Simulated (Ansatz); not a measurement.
The starting structures come from a database of crystals and need not be the phases stable at ambient conditions.

 Where the default PAW files enter, the runs use the earlier of Ansatz's two default sets.

Inside the gap of an insulator the Bloch states are evanescent, with a wavenumber k + iκ along the transport direction.

Input:

```
SnO2
1.0
    5.17526     0.00000     0.00000
    0.00000     5.17526     0.00000
    0.00000     0.00000     5.17526
Sn O
4 8
Cartesian
  0.00000   2.58763   2.58763
  2.58763   2.58763   0.00000
  2.58763   0.00000   2.58763
  0.00000   0.00000   0.00000
  3.42136   4.34153   4.34153
  1.75390   0.83373   0.83373
  4.34153   0.83373   1.75390
  0.83373   4.34153   3.42136
  0.83373   3.42136   0.83373
  4.34153   1.75390   4.34153
  1.75390   1.75390   3.42136
  3.42136   3.42136   1.75390
```

Space group of this cell: Pa-3. The cell is taken as given; by r2SCAN its mean pressure is -9.1 GPa.

Transport runs along the normal of the first two printed cell vectors, the (001) plane of the conventional cell.

The gap is the functional's own. No spin-orbit coupling. Mid-gap values are interpolated on the energy grid.

Q: Estimate the band gap and the smallest decay constant κ at mid-gap that r2SCAN run with Ansatz (an electronic-structure program) returns for this system.

A: Gap 1.13 eV on a 6×6×6 mesh; κ = 0.116 1/Å, at the zone centre.
